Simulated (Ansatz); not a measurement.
The structure below was relaxed with r2SCAN (Ansatz, a first-principles code, PAW, no spin-orbit coupling), earlier PAW set.

Space group R-3m, hexagonal axes (No. 166); a = 4.0472 Å, b = 4.0472 Å, c = 16.9766 Å, α = 90.00°, β = 90.00°, γ = 120.00°

| atom | site | symmetry | x | y | z |
|---|---|---|---|---|---|
| Sr | 3a | -3m | 0.0000 | 0.0000 | 0.0000 |
| Mg | 3b | -3m | 0.0000 | 0.0000 | 0.5000 |

Question: Write out a cell with all atoms.

Answer: 
```cif
data_Mg3Sr3
_chemical_formula_sum 'Sr3 Mg3'
_space_group_name_H-M_alt 'P 1'
_space_group_IT_number 1
_cell_length_a 4.04717
_cell_length_b 4.04717
_cell_length_c 16.97659
_cell_angle_alpha 90.000
_cell_angle_beta 90.000
_cell_angle_gamma 120.000
loop_
_space_group_symop_operation_xyz
  'x, y, z'
loop_
_atom_site_label
_atom_site_type_symbol
_atom_site_fract_x
_atom_site_fract_y
_atom_site_fract_z
_atom_site_occupancy
Sr1 Sr 0.00000 0.00000 0.00000 1
Mg1 Mg 0.66667 0.33333 0.83333 1
Sr2 Sr 0.66667 0.33333 0.33333 1
Mg2 Mg 0.33333 0.66667 0.16667 1
Sr3 Sr 0.33333 0.66667 0.66667 1
Mg3 Mg 0.00000 0.00000 0.50000 1
```
This is the conventional cell.

Each cell is one ordered arrangement of few atoms, which overstates ordering effects compared with a random alloy. No phonon test of stability was made. The cell was made from Sr by this change: x(Mg) = 0.5, 2 atoms, R-3m.
